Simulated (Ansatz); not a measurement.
```yaml
crystal:
  lattice:
    - [3.20852, 0.00000, 0.00000]
    - [-1.60426, 2.77866, 0.00000]
    - [0.00000, 0.00000, 5.23083]
  atoms:
    - { symbol: Ga, position: [0.33333, 0.66667, 0.00020] }
    - { symbol: Ga, position: [0.66667, 0.33333, 0.50020] }
    - { symbol: N, position: [0.33333, 0.66667, 0.37680] }
    - { symbol: N, position: [0.66667, 0.33333, 0.87680] }
```

No spin polarisation.

Computed with LDA in Ansatz (plane waves to 420 eV, PAW, without spin-orbit coupling). Γ-centred 12×12×7 mesh, Fermi–Dirac width 0.05 eV.

Problem. What is the computed pressure (mean of the normal stresses, compression positive)?

Solution. -9.64 GPa.

Problem. What is the computed space group?

Solution. P6_3mc (No. 186).

The cells carry an imposed strain or load. Stability against distortions was not tested. The cell was made from GaN in the wurtzite structure (space group P6_3mc, No. 186) by this change: isotropic strain +1.80 %.

Ansatz is an electronic-structure program.
